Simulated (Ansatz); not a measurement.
Effective masses and thermopower of Al₂O₃ under load (space group R-3c)

Here is the system:

```yaml
crystal:
  lattice:
    - [2.37173, 1.36932, 4.30755]
    - [-2.37173, 1.36932, 4.30755]
    - [0.00000, -2.73864, 4.30755]
  atoms:
    - { symbol: Al, position: [0.14795, 0.14795, 0.14795] }
    - { symbol: Al, position: [0.85205, 0.85205, 0.85205] }
    - { symbol: Al, position: [0.35205, 0.35205, 0.35205] }
    - { symbol: Al, position: [0.64795, 0.64795, 0.64795] }
    - { symbol: O, position: [0.94393, 0.55607, 0.25000] }
    - { symbol: O, position: [0.05607, 0.44393, 0.75000] }
    - { symbol: O, position: [0.25000, 0.94393, 0.55607] }
    - { symbol: O, position: [0.75000, 0.05607, 0.44393] }
    - { symbol: O, position: [0.55607, 0.25000, 0.94393] }
    - { symbol: O, position: [0.44393, 0.75000, 0.05607] }
```

The numbers are results of PBEsol, rigid bands (plane waves, PAW, scalar-relativistic; Ansatz, a first-principles code), not measurements. Condition of this run: hydrostatic pressure 5 GPa (the target of the relaxation). Cell: cell and atoms relaxed with PBEsol, then loaded as said.

The band gap comes out as 6.27 eV and the electron conductivity mass (300 K, dilute) is 0.39 (x), 0.39 (y), 0.42 (z) mₑ. The hole conductivity mass (300 K, dilute) is 4.8 (x), 4.8 (y), 2.0 (z) mₑ. The effective density of states N_c (300 K) comes out as 6.4e18 cm⁻³ and the effective density of states N_v (300 K) is 3.2e20 cm⁻³. The density-of-states mass, electrons is 0.40 mₑ and the density-of-states mass, holes comes out as 5.4 mₑ. The Seebeck coefficient, n-type 1e19 cm⁻³, 300 K comes out as -186 μV/K and the best n-type power factor at 300 K for τ = 10 fs (best axis; densities from 1e16 to 1e21 cm⁻³ tried, whether or not they can be reached) comes out as 2.6 μW/(cm·K²) at 3e19 cm⁻³. The Seebeck coefficient, p-type 1e19 cm⁻³, 300 K is 557 μV/K.

Rigid bands; masses and Seebeck coefficients take one relaxation time τ for all states and one kind of carrier; polarons and phonon drag are left out. Spin-orbit coupling is left out; where it splits the top of the valence band, N_v and the p-type Seebeck coefficient come out somewhat high without it.
